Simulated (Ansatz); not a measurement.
Output of an Ansatz run (abridged):

```
WARN ansatz: RAYON_NUM_THREADS=1 ignored (pool sized by the plan → 1); use --threads N
Pseudopotentials: kind: paw
Pseudopotential: Cd, paw, valence charge 20
Crystal: 2 atoms, lattice volume = 42.834 Å³
Basis set: ecut = 420.4159175005146 eV, 835 PW (Γ), exchange–correlation on 40×40×80 points (8 copies of the dense FFT grid, shifted against one another)
Bands: 24, of which v1, the nominal top of the filled ones, is band 20 counted from 1 (19 counted from 0)
Symmetry: 24 space group operations
Space group: P63/mmc (ITA 194), of the structure as read, at distance tolerance 3.5e-5 Å
k-points: 84 of 1014
Initial density: superposition of atomic densities (neutral atoms: chi_scale 0, normalization atom), corrected by the library's trained network
Initial wavefunctions: pseudopotential atomic-orbital guess
Eigensolver: davidson
Functional: x = pbe(κ = 0.804, μ = 0.2195149727645171), c = pbe(β = 0.06672455060314922)
SCF iter   1: F=—  HF=-16508.889831 eV  |F-HF|=—  |Δ(HF+E_count)|=         —  Δρ=8.35e-4  dr2=3.23e-4  ethr=1.77e-3  ⟨swp⟩=5.5  Hψ=7683  notcnv=0
all-band conjugate gradients solve this SCF's bands
preconditioner: auto → Kerker (q_TF=auto, 2.697 Å⁻¹)
SCF iter   2: F=—  HF=-16508.890383 eV  |F-HF|=—  |Δ(HF+E_count)|=   5.52e-4  Δρ=5.60e-4  dr2=1.59e-4  ethr=8.06e-7  ⟨swp⟩=2.2  Hψ=3790  notcnv=0
SCF iter   3: F=—  HF=-16508.890390 eV  |F-HF|=—  |Δ(HF+E_count)|=   6.67e-6  Δρ=9.82e-5  dr2=5.91e-6  ethr=3.98e-7  ⟨swp⟩=2.8  Hψ=2866  notcnv=0
SCF iter   4: F=—  HF=-16508.890410 eV  |F-HF|=—  |Δ(HF+E_count)|=   2.05e-5  Δρ=5.23e-5  dr2=5.58e-7  ethr=1.48e-8  ⟨swp⟩=2.0  Hψ=3024  notcnv=0
iter 5 did not close the SCF: its close was put off for the readings that it lacked (scf_convergence_deferred on its scf_iter line)
SCF iter   5: F=-16508.890410 eV  HF=-16508.890410 eV  |F-HF|=4.16e-8  |Δ(HF+E_count)|=   9.92e-8  Δρ=1.35e-5  dr2=3.68e-8  ethr=1.40e-9  ⟨swp⟩=2.0  Hψ=3482  notcnv=0
SCF iter   6: F=-16508.890410 eV  HF=-16508.890410 eV  |F-HF|=6.77e-10  |Δ(HF+E_count)|=   5.17e-8  Δρ=2.24e-6  dr2=1.61e-9  ethr=9.21e-11  ⟨swp⟩=2.2  Hψ=6317  notcnv=0
SCF 1 converged in 6 iterations: F = -16508.890410 eV  dr2 = 1.61e-9
SCF converged after 6 iterations
Free energy (F): -16508.890410 eV
Harris-Foulkes:  -16508.890410 eV  (|F-HF|=6.77e-10)
Internal energy: -16508.887861 eV  (E = F + TS)
E sigma→0 (E₀):  -16508.889136 eV
Entropy (-TS):   -0.002549 eV (-1.274 meV/atom)
Fermi energy:    14.871241 eV
--- Per-component energies (eV) ---
  E_band       = -783.885621
  E_kinetic    = 1010.051931
  E_local      = -5851.427933  (includes V_loc(G=0)·N_el)
  E_nonlocal   = 63.933590
  E_hartree    = 2757.236006
  E_xc         = -354.792068
  E_vxc        = -445.096203  (∫ρ·V_xc dr)
  E_paw        = -8163.693205  (= ΣΔE_a)
  E_vpaw       = -1075.820636  (= ΣTr[D̂ρ^β])
  E_aug_tail   = 0.000029  (compensation charges beyond the density's cutoff)
  E_ewald      = -5970.196210
  E_smearing   = -0.002549  (= −TS)
  E_closure    = 0.000000  (closes the sum)
  Σ components = -16508.890410   (vs F -16508.890410, Δ=0.00e0)
--- Forces (eV/Å), atoms counted from 1 ---
  atom   1  Cd    -0.00000000     0.00000000     0.00000000
  atom   2  Cd     0.00000000    -0.00000000    -0.00000000
  max |Σ_I F_I| component: 3.70e-17 eV/Å
--- Stress (GPa, compression-positive) ---
        3.795604       0.000000       0.000000
        0.000000       3.795604      -0.000000
        0.000000      -0.000000       2.266913
  P = ⅓ Tr σ = 3.2860 GPa (32.860 kbar)
  The stress holds the Pulay correction. Without it, at fixed plane waves, as pw.x and ABINIT print it: P = 3.2197 GPa
--- Band table (eV; the first three rows and the last of 84) ---
  k-point 0: bands = ["-88.2763", "-88.2752", "-49.3362", "-49.3162", "-49.2979", "-49.2979", "-49.2957", "-49.2957", "4.9338", "5.2047", "5.5780", "5.5780", "5.6300", "5.6300", "5.9375", "6.1099", "6.1099", "6.3659", "6.3659", "11.7780", "11.8369", [...]
  k-point 1: bands = ["-88.2762", "-88.2752", "-49.3348", "-49.3175", "-49.2977", "-49.2977", "-49.2959", "-49.2959", "4.9517", "5.1863", "5.5766", "5.5766", "5.6227", "5.6227", "6.1060", "6.1320", "6.1320", "6.3527", "6.3527", "10.0558", "13.8301", [...]
  k-point 2: bands = ["-88.2760", "-88.2754", "-49.3311", "-49.3212", "-49.2974", "-49.2974", "-49.2963", "-49.2963", "5.0006", "5.1361", "5.5775", "5.5775", "5.6052", "5.6052", "6.1878", "6.1878", "6.3141", "6.3141", "6.6096", "8.5956", "16.0973", [...]
  k-point 83: bands = ["-88.2710", "-88.2710", "-49.3392", "-49.3392", "-49.3314", "-49.3314", "-49.3184", "-49.3184", "5.3798", "5.3798", "5.5688", "5.5688", "5.7440", "5.7440", "5.9510", "5.9510", "6.3587", "6.3587", "15.0041", "15.0041", [...]
```

The structure:

```xyz
2
Lattice="1.4855 -2.5730 0.0000 1.4855 2.5730 0.0000 0.0000 0.0000 5.6031" Properties=species:S:1:pos:R:3 pbc="T T T"
Cd     1.4855     0.8577     1.4008
Cd     1.4855    -0.8577     4.2024
```

Question: What input produced this log?

Answer: Other spellings and defaults could give the same log, and not every line can be read from it. The input that was run (DFT, PBE, plane waves, default PAW files):

Ansatz 0.2 input:
```yaml
crystal:
  lattice:
    - [1.48553000, -2.57301300, 0.00000000]
    - [1.48553000, 2.57301300, 0.00000000]
    - [0.00000000, 0.00000000, 5.60314000]
  atoms:
    - { symbol: Cd, position: [0.33333333, 0.66666667, 0.25000000] }
    - { symbol: Cd, position: [0.66666667, 0.33333333, 0.75000000] }
basis:
  ecutwfc: 30.9 Ry
kpoints:
  mp_grid:
    grid: [13, 13, 6]
hamiltonian:
  xc: pbe
  pseudopotentials:
    kind: paw
scf:
  occupations:
    method: gaussian
    width: 0.0073 Ry
output:
  forces: true
  eigenvalues: true
  stress: true
```

The starting cell has typed, rounded lattice constants, without a prior relaxation at this level. Its lattice was rescaled by up to half a per cent. With a pressure of about 3 GPa the cell is away from its equilibrium volume at this level. Ansatz's pressure includes its estimate of the finite-basis (Pulay) stress.

Ansatz is a quantum-chemistry and plane-wave program.
